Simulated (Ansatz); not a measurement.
TiAs, response to strain

Start from TiAs (space group P6_3/mmc, No. 194).

```
CELL_PARAMETERS angstrom
      3.59877     0.00000     0.00000
     -1.79938     3.11662     0.00000
      0.00000     0.00000    11.96063
ATOMIC_POSITIONS crystal
  Ti 0.33333 0.66667 0.11710
  Ti 0.66667 0.33333 0.88290
  Ti 0.66667 0.33333 0.61710
  Ti 0.33333 0.66667 0.38290
  As 0.00000 0.00000 0.00000
  As 0.00000 0.00000 0.50000
  As 0.33333 0.66667 0.75000
  As 0.66667 0.33333 0.25000
```

Cartesian axes are those of the cell as printed.

Strains are applied to the cell and any free atomic positions relax; under biaxial strain the out-of-plane vector relaxes too.

The values are results of PBEsol/PAW in Ansatz (an electronic-structure program), no spin-orbit coupling, not measurements.

Notes on the quantities. pressure: mean of the normal stresses, compression positive.

```json
[
 {"change": "base", "shortest interatomic distance": "2.506 Å", "pressure": "0.0 GPa", "space group": "P6_3/mmc (No. 194)"},
 {"change": "biaxial strain +3.85 %, plane normal [001], relaxed out of plane", "shortest interatomic distance": "___", "pressure": "-4.5 GPa", "space group": "P6_3/mmc (No. 194)"},
 {"change": "isotropic strain −5.69 %", "shortest interatomic distance": "2.364 Å", "pressure": "33.2 GPa", "space group": "P6_3/mmc (No. 194)"},
 {"change": "tensor shear ε_yz = +1.23 %", "shortest interatomic distance": "___", "pressure": "0.1 GPa", "space group": "C2/m (No. 12)"}
]
```

Q: Some entries are withheld; estimate them.

A: 
- biaxial strain +3.85 %, plane normal [001], relaxed out of plane, shortest interatomic distance: 2.544 Å
- tensor shear ε_yz = +1.23 %, shortest interatomic distance: 2.479 Å

Without a gap, meshes like the base's 15×15×4 leave anisotropic stresses uncertain by several tenths of a GPa, and small strain energies with them. No phonon test of stability was made. The final runs are not spin-polarised.
